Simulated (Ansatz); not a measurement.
Ansatz (a program for electronic structure) run on IrRh3 (P1, 4 atoms in the cell): self-consistent single point.

Method of the run: LDA (PW92), PAW files made with PBE (plane waves; Ansatz).

The change in words: atoms moved at random. Reference geometry:
```xyz
4
Lattice="-1.9068 1.9068 3.8195 1.9068 -1.9068 3.8195 1.9068 1.9068 -3.8195" Properties=species:S:1:pos:R:3 pbc="T T T"
Ir     0.0000     0.0000     0.0000
Rh     0.0000     1.9068     1.9097
Rh     1.9068     0.0000     1.9097
Rh     0.0000     0.0000     3.8195
```

Reference input (self-consistent single point, DFT, LDA (PW92), plane waves, PAW files made with PBE): kpoints.mp_grid.grid = 10 10 10; hamiltonian.xc = lda; hamiltonian.pseudopotentials = {kind: paw} (the program's default PAW files); scf.occupations.method = gaussian; scf.occupations.width = 0.136 eV. This run's input differs from it in these lines:

Ansatz 0.2 input:
```diff
@@ -6,6 +6,6 @@
   atoms:
-    - { symbol: Ir, position: [0.000000, 0.000000, 0.000000] }
-    - { symbol: Rh, position: [0.750000, 0.250000, 0.500000] }
-    - { symbol: Rh, position: [0.250000, 0.750000, 0.500000] }
-    - { symbol: Rh, position: [0.500000, 0.500000, 0.000000] }
+    - { symbol: Ir, position: [-0.005617, -0.010400, -0.004413] }
+    - { symbol: Rh, position: [0.758845, 0.240943, 0.501866] }
+    - { symbol: Rh, position: [0.247227, 0.763606, 0.505413] }
+    - { symbol: Rh, position: [0.499544, 0.505851, -0.002866] }
 kpoints:
```

Output, abridged:

```
SCF iter   1: F=—  HF=-30504.095607 eV  |F-HF|=—  |Δ(HF+E_count)|=         —  Δρ=1.56e-1  dr2=1.95e1  ethr=3.10e-3  ⟨swp⟩=5.1  Hψ=65679  notcnv=0
all-band conjugate gradients solve this SCF's bands
preconditioner: auto → Kerker (q_TF=auto, 2.822 Å⁻¹)
SCF iter   2: F=—  HF=-30501.233264 eV  |F-HF|=—  |Δ(HF+E_count)|=    2.86e0  Δρ=6.96e-2  dr2=4.05e0  ethr=3.10e-3  ⟨swp⟩=2.2  Hψ=36973  notcnv=0  defer=474
   [... lines left out ...]
SCF iter   6: F=—  HF=-30500.577637 eV  |F-HF|=—  |Δ(HF+E_count)|=   5.76e-4  Δρ=2.96e-4  dr2=1.04e-4  ethr=7.97e-6  ⟨swp⟩=1.0  Hψ=20267  notcnv=0  defer=390
SCF iter   7: F=—  HF=-30500.577631 eV  |F-HF|=—  |Δ(HF+E_count)|=   5.76e-6  Δρ=5.89e-5  dr2=2.33e-6  ethr=1.53e-7  ⟨swp⟩=2.0  Hψ=25113  notcnv=0  defer=390
SCF iter   8: F=—  HF=-30500.577632 eV  |F-HF|=—  |Δ(HF+E_count)|=   4.96e-7  Δρ=9.00e-6  dr2=4.59e-8  ethr=1.47e-10  ⟨swp⟩=7.6  Hψ=93983  notcnv=0
SCF iter   9: F=-30500.577632 eV  HF=-30500.577632 eV  |F-HF|=1.28e-8  |Δ(HF+E_count)|=   1.13e-8  Δρ=3.90e-6  dr2=1.46e-8  ethr=6.75e-11  ⟨swp⟩=2.0  Hψ=68411  notcnv=0
SCF 1 converged in 9 iterations: F = -30500.577632 eV  dr2 = 1.46e-8
Free energy (F): -30500.577632 eV
Internal energy: -30500.535183 eV  (E = F + TS)
E sigma→0 (E₀):  -30500.556407 eV
Entropy (-TS):   -0.042449 eV (-10.612 meV/atom)
Fermi energy:    22.828274 eV
--- Forces (eV/Å), atoms counted from 1 ---
  atom   1  Ir     0.18203243    -0.06351408     0.61447858
  atom   2  Rh     0.50564003    -0.50843107     0.04234202
  atom   3  Rh    -0.55356043     0.36077941    -0.31915812
  atom   4  Rh    -0.13411034     0.21116477    -0.33765771
--- Stress (GPa, compression-positive) ---
      -10.914856      -0.619994       0.247078
       -0.619994     -10.849159      -0.227534
        0.247078      -0.227534     -11.138518
  P = ⅓ Tr σ = -10.9675 GPa (-109.675 kbar)
  The stress holds the Pulay correction. Without it, at fixed plane waves, as pw.x and ABINIT print it: P = -11.0488 GPa
```

The run converged in 9 iterations. Against the reference run the free energy rises by 14.8 meV/atom, the pressure goes from -11.79 to -10.97 GPa and the largest force goes from 0.000 to 0.734 eV/Å.

The starting cell comes from a database of computed structures (which also holds hypothetical and non-ambient phases and stackings), without a prior relaxation at this level. For this run, on top of that: atoms moved at random. Spin polarisation is off. With a pressure of about -11 GPa the cell is away from its equilibrium volume at this level. Ansatz's pressure includes its estimate of the finite-basis (Pulay) stress.

Cost on one core of a shared machine: roughly 70 s.
